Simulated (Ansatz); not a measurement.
The reference is Cu3N (space group Pm-3m, No. 221; a = 3.8269 Å).

Method: PBE/PAW in Ansatz (a quantum-chemistry and plane-wave program), without spin-orbit coupling.

For the base:

| Item | Result |
|---|---|
| Width of the top valence band | 1.75 eV |

It is then changed as follows: an isotropic linear strain of +1.20 %, atoms relaxed at fixed cell.

Problem. What happens to the width of the top valence band, mean gap deformation potential ΔEg/Δln V and energy relative to the base?

Solution. The width of the top valence band drops by 0.09 eV, from 1.75 eV to 1.66 eV; the mean gap deformation potential ΔEg/Δln V amounts to +3.2 eV; the energy grows by 6.3 meV/atom.

No phonon test of stability was made. All final runs are without spin polarisation. The zero or small gap of Cu3N can change with the level of theory.
